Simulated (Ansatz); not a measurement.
**SiC under a change: isotropic strain +1.20 %**

Base system: SiC in the wurtzite structure (space group P6_3mc, No. 186; a = 3.0760 Å, c = 5.0478 Å).

Perturbation: the cell is scaled by 1.0120 in all directions, atoms relaxed at fixed cell.

Method: Kohn–Sham DFT with the PBEsol functional, run in Ansatz (a first-principles code) with PAW and 420 eV plane waves, spin-orbit coupling left out. k-mesh 12×12×7 (Γ-centred); smearing 0.05 eV (Fermi–Dirac).

The volume per atom grows by 0.38 Å³ (10.34 Å³ → 10.72 Å³) and the space group is still P6_3mc (No. 186). The energy grows by 9.0 meV/atom and the pressure (mean of the normal stresses, compression positive) goes from zero to -7.43 GPa. The band gap grows by 0.064 eV, from 2.12 eV to 2.19 eV and the gap character stays indirect, Γ → K. The smallest direct gap falls by 0.07 eV, from 3.86 eV to 3.79 eV and the mean gap deformation potential ΔEg/Δln V comes out as +1.8 eV. The width of the top valence band shrinks by 0.11 eV, from 3.93 eV to 3.82 eV and the electron mass becomes 0.26 mₑ along c, 0.44 mₑ across (at K) (base: 0.26 mₑ along c, 0.43 mₑ across (at K)). The valence-band top at Γ (three highest levels, from the VBM) stays 0.00, 0.00, -0.11 eV.

Final structure:

```yaml
crystal:
  lattice:
    - [3.11287, 0.00000, 0.00000]
    - [-1.55643, 2.69582, 0.00000]
    - [0.00000, 0.00000, 5.10836]
  atoms:
    - { symbol: Si, position: [0.33333, 0.66667, 0.99958] }
    - { symbol: Si, position: [0.66667, 0.33333, 0.49958] }
    - { symbol: C, position: [0.33333, 0.66667, 0.37542] }
    - { symbol: C, position: [0.66667, 0.33333, 0.87542] }
```

Cost of the whole job for the changed cell (relaxation, final SCF and bands): roughly 25 core-seconds.

Masses are band curvatures over ±0.01 Å⁻¹ around the edge. Semilocal Kohn–Sham gaps tend to fall short of experiment. Whether these cells are dynamically stable was not tested.
